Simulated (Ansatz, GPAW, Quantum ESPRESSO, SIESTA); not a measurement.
**Code comparison for CdTe (F-43m, 2 atoms in the cell)**

Self-consistent single point.

```xyz
2
Lattice="0.0000 3.2400 3.2400 3.2400 0.0000 3.2400 3.2400 3.2400 0.0000" Properties=species:S:1:pos:R:3 pbc="T T T"
Cd     0.0000     0.0000     0.0000
Te     1.6200     1.6200     1.6200
```

Shared settings, as Ansatz (an electronic-structure program) writes them: kpoints.mp_grid.grid = 2 2 2; scf.occupations.method = fermi_dirac; scf.occupations.width = 0.05 eV. Potentials and cutoffs stand in the table.

| code | model | pressure (GPa) | gap on the mesh (eV) | cutoff |
|---|---|---|---|---|
| GPAW | PBE, GPAW PAW datasets PBE (gpaw-data 1.0.1) | 5.81 | 0.649 | 550 eV |
| Ansatz | PBE, default PAW files | 6.19 | 0.650 | 420 eV |
| Quantum ESPRESSO | PBE, GBRV 1.5 ultrasoft (PBE) pseudopotentials | 6.44 | 0.638 | 40 Ry |
| SIESTA | GGA PBE, numerical atomic orbitals TZP, PseudoDojo PBE standard norm-conserving potentials (rewritten from UPF to PSML) | 4.86 | 0.735 | grid 350 Ry |

Gaps are read on the mesh.

On Ansatz's run: spin-orbit coupling is off.

The spread over the programs that give each value: pressure within 1.58 GPa; gap on the mesh within 0.097 eV.

SIESTA uses small atom-centred bases, whose incompleteness enters pressures, forces and empty levels differently from a plane-wave cutoff. Ansatz's pressure is given at a fixed set of plane waves, as the other plane-wave codes print theirs; with its correction for the finite basis it is 6.23 GPa. In the pressure, SIESTA (by 1.33) lies more than 1 GPa from the median of the plane-wave programs.

On the base mesh (5 5 5) the same programs gave: Ansatz pressure 2.62 GPa, gap on the mesh 0.769 eV; Quantum ESPRESSO pressure 2.76 GPa, gap on the mesh 0.760 eV; GPAW pressure 2.22 GPa, gap on the mesh 0.768 eV; SIESTA pressure 1.00 GPa, gap on the mesh 0.886 eV.

The values differ from the base mesh's, so the mesh still matters here: the table compares the programs at equal settings.

The starting cell has typed, rounded lattice constants, without a prior relaxation at this level.

Left out of this page: ABINIT (with a known weakness of the program); CP2K (on another mesh); Elk (not drawn, or without a comparable value).

Keys are those of Ansatz 0.2.
